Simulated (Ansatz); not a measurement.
Band structure of MoS2 (P-3m1, 3 atoms in the cell).

```yaml
crystal:
  lattice:
    - [3.22746, 0.00000, 0.00000]
    - [-1.61373, 2.79506, 0.00000]
    - [0.00000, 0.00000, 6.31247]
  atoms:
    - { symbol: Mo, position: [0.00000, 0.00000, 0.50000] }
    - { symbol: S, position: [0.33333, 0.66667, 0.25532] }
    - { symbol: S, position: [0.66667, 0.33333, 0.74468] }
```

Level of theory: LDA (PW92), PAW files made with PBE (plane waves; Ansatz, a first-principles code).

Settings: kpoints.mp_grid.grid = 15 15 7; hamiltonian.xc = lda; hamiltonian.pseudopotentials = {kind: paw} (the program's default PAW files); scf.occupations.method = gaussian; scf.occupations.width = 0.1 eV; kpoints.band_path.npoints = 8.

The starting cell comes from a database of computed structures (which also holds hypothetical and non-ambient phases and stackings), without a prior relaxation at this level. Spin polarisation is off.

Levels in eV from the Fermi level, bands 10 to 16:
| point | 10 | 11 | 12 | 13 | 14 | 15 | 16 |
|---|---|---|---|---|---|---|---|
| Γ | -1.82 | -1.12 | -0.99 | -0.99 | -0.30 | -0.30 | 3.18 |
| M | -4.11 | -3.18 | -1.76 | -1.73 | 0.90 | 1.66 | 3.61 |
| K | -3.85 | -3.85 | -3.44 | 0.58 | 0.80 | 0.80 | 2.79 |
| A | -3.64 | -0.99 | -0.99 | -0.37 | -0.37 | -0.08 | 3.34 |
| L | -4.16 | -2.37 | -2.13 | -1.60 | 0.90 | 1.68 | 3.28 |
| H | -3.79 | -3.79 | -3.79 | 0.32 | 0.32 | 0.59 | 3.57 |

Bands cross the Fermi level along this path, so the cell is metallic at this level.

Keys are those of Ansatz 0.2.
